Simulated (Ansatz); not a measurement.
SrZrO₃ (Imma, No. 74, 10 atoms in the cell; start mp-1080575; a measured phase of this formula has another space group), treated with dielectric-dependent PBEsol hybrid (Ansatz, a first-principles code, plane waves, PAW).

Numerical settings: plane-wave cutoff 460 eV, 6×6×6 k mesh, Fermi–Dirac smearing 0.01 eV, scalar-relativistic PAW data made under PBE.

Cell (relaxed with PBEsol):

Space group Imma (No. 74); a = 5.796 Å, b = 8.135 Å, c = 5.813 Å, α = 90.00°, β = 90.00°, γ = 90.00°

```
atom  site  symmetry       x       y       z
----  ----  --------  ------  ------  ------
Sr      4e       mm2  0.0000  0.2500  0.5119
Zr      4a     2/m..  0.0000  0.0000  0.0000
O       4e       mm2  0.0000  0.2500  0.0853
O       8g       .2.  0.2500  0.5472  0.2500
```
(The calculation used a cell of 10 atoms; values per cell refer to that cell.)

Give the computed band gap and smallest direct gap on the k points sampled.


band gap: 5.54 eV (on the SCF k mesh)
smallest direct gap on the k points sampled: 5.67 eV

Note: cell and atoms aren't relaxed at this level (pressure -2.3 GPa).

Spin–orbit coupling is not included.

The computed numbers hold no vibrational or temperature effects.

A start named mp-… is a Materials Project structure, which need not be a measured phase.
